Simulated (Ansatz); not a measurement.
Consider this model of amorphous Ge₁₂Sb₁₂Te₃₀Ga₃.

```xyz
57
Lattice="12.1627 0.0409 0.7023 0.0409 11.5849 -0.0230 0.7023 -0.0230 12.1000" Properties=species:S:1:pos:R:3 pbc="T T T"
Ge    11.1351     8.3702     8.6221
Ge     8.9633     1.2296     2.0722
Ge     8.4933     7.5915    11.0942
Ge     2.3723     7.2792    10.2530
Ge     1.8638     3.6843     2.9103
Ge     8.0696     0.2089     6.9114
Ge     5.1808     3.7217     8.0421
Ge     4.1125     4.5181    11.6609
Ge     5.5128     6.4309     7.8488
Ge     3.6963     1.1262     5.6431
Ge     7.0169     4.4431     4.5422
Ge     7.0444     7.0707     2.1795
Sb    10.2952     8.4553     5.9020
Sb     9.6813     7.6822     2.4995
Sb    11.2272     0.4937     6.1429
Sb    12.7492     1.8170    12.1955
Sb     0.8134     7.6576     1.8989
Sb     2.6334     1.2587     9.4766
Sb     9.7945     0.5648     9.4903
Sb    11.0364     5.6175     5.9873
Sb     7.5944     4.9617    12.2778
Sb     2.9093     9.6207     6.4211
Sb     0.6882    11.0792     0.9863
Sb     8.1563     3.5474     8.7651
Te     6.3711     2.9229     2.3204
Te     8.5707     9.4919     9.1279
Te     1.4786     6.1058     4.2384
Te     4.4018     3.8119     5.4772
Te     4.2402     5.0243     2.2172
Te     8.2819     6.2937     8.0992
Te     5.5074     9.1857     7.6523
Te     3.1796     0.7559     1.7649
Te     2.0819     7.1089     7.5248
Te    11.1315     7.4556    11.8033
Te     3.5818     8.2535     1.7671
Te    12.3071    10.8668     8.7475
Te     3.0372    10.0491    10.5954
Te     6.4645     7.5568     4.8061
Te     0.9162     4.8025     0.5054
Te     5.1200     6.8221    10.5952
Te     6.8282     0.9849    11.1520
Te    11.2511     3.3652     9.4664
Te    10.8570    11.1550    12.1057
Te     5.3637     0.8482     7.8522
Te    10.1803     3.8261    12.2890
Te     8.6873     2.7227     6.0519
Te    11.3651     1.6777     3.3733
Te     0.5297     9.6185     4.2187
Te     6.9044     9.4587     0.9101
Te     2.6370     4.1791     9.0195
Te     0.7317     2.6647     6.2484
Te     5.5697    11.5330     3.8218
Te    10.1044     4.9658     3.3223
Te     8.3428    10.8631     4.2995
Ga     5.2488    10.5689    12.1277
Ga     4.3578     9.0444     4.2363
Ga     4.3944     2.0060    11.4371
```

Calculation: PBE-D3(BJ), scalar-relativistic without spin-orbit coupling, PAW (Ansatz default set, large-core Te) (plane waves to 420 eV; Ansatz, a quantum-chemistry and plane-wave program).

A CHGNet melt-quench gave the starting glass, which DFT then relaxed. The hot cell started wider than the set density and was brought back towards it in steps. It is the lowest in DFT energy of 3 quenches. It is a model cell: composition and starting density were chosen by hand, and all elements were melted together. The geometry includes D3(BJ) dispersion. Its density started from a set value of 5.79 and ended at 6.22 g/cm³. The quench (nominally 50 K/ps over its main leg) was far faster than any real one, so the model tends to hold more defects than a real film. A cell of this size samples the disorder only roughly. Volume and shape were free in the relaxation. On a 2×2×2 Γ-centred mesh force components of up to 0.22 eV/Å stay, since the relaxation ran on one k-point at (1/4, 1/4, 1/4).

Cut-offs for bonds: Ge-Ge 2.85 Å, Ge-Sb 3.11 Å, Ge-Te 3.10 Å, Ge-Ga 2.90 Å, Sb-Sb 3.12 Å, Sb-Te 3.30 Å, Sb-Ga 3.13 Å, Te-Te 3.31 Å, Te-Ga 3.12 Å, Ga-Ga 2.93 Å.

Question: Give the coordination numbers, mean bond lengths and angles.

Answer: 
```
Item                                                              Value
-----------------------  ----------------------------------------------
Mean coordination of Ge             3.58 (7 with 3, 3 with 4, 2 with 5)
Mean coordination of Sb             3.92 (3 with 3, 7 with 4, 2 with 5)
Mean coordination of Te  3.03 (7 with 2, 16 with 3, 6 with 4, 1 with 5)
Mean coordination of Ga                       4.33 (2 with 4, 1 with 5)
Mean Ge-Te bond                    2.802 Å (spread 0.082 Å, 35 counted)
Mean Sb-Te bond                    2.996 Å (spread 0.131 Å, 34 counted)
Mean Te-Te bond                     3.085 Å (spread 0.128 Å, 6 counted)
Mean Te-Ga bond                    2.771 Å (spread 0.112 Å, 10 counted)
Bond angle at Ge                              mean 102.2°, spread 21.8°
Bond angle at Sb                               mean 99.8°, spread 27.9°
Bond angle at Te                              mean 100.7°, spread 23.7°
Bond angle at Ga                              mean 107.6°, spread 18.9°
```

Question: List the pairs of like atoms that count as bonded by the rules above.

Answer: Ge7-Ge9 (2.74 Å), Sb13-Sb20 (2.93 Å), Sb16-Sb23 (2.92 Å), Sb16-Sb18 (2.92 Å), Te25-Te29 (2.99 Å), Te31-Te44 (3.25 Å), Te32-Te52 (3.24 Å), Te42-Te45 (3.05 Å), Te42-Te51 (3.08 Å), Te52-Te54 (2.89 Å).
